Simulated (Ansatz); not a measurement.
# SiC, response to strain

Base system: SiC in the wurtzite structure (space group P6_3mc, No. 186; a = 3.056 Å, c = 5.016 Å). Axes: x lies along a and z along c of the hexagonal cell.

Strains are applied to the cell and any free atomic positions relax.

Computed with LDA (Ansatz, a program for electronic structure, PAW, no SOC).

Notes on the quantities. energy relative to the base: free energy F; pressure: mean of the normal stresses, compression positive.

```csv
change,energy relative to the base,electron mass,band gap,pressure,smallest direct gap
base,0 meV/atom,"0.26 mₑ along c, 0.43 mₑ across (at K)",2.13 eV,0.00 GPa,3.92 eV
uniaxial strain ε_zz = +0.60 %,+0.6 meV/atom,"0.26 mₑ along z, 0.43 mₑ across (at K)",2.10 eV,-1.34 GPa,3.96 eV
uniaxial strain ε_zz = +1.20 %,+2.5 meV/atom,"0.26 mₑ along z, 0.43 mₑ across (at K)",2.06 eV,-2.64 GPa,3.99 eV
uniaxial strain ε_zz = +1.80 %,+5.6 meV/atom,"0.27 mₑ along z, 0.43 mₑ across (at K)",2.03 eV,-3.89 GPa,4.03 eV
uniaxial strain ε_zz = +2.40 %,+9.9 meV/atom,"0.27 mₑ along z, 0.43 mₑ across (at K)",2.01 eV,-5.09 GPa,4.06 eV
```

Masses are band curvatures over ±0.01 Å⁻¹ around the edge. Whether these cells are dynamically stable was not tested.
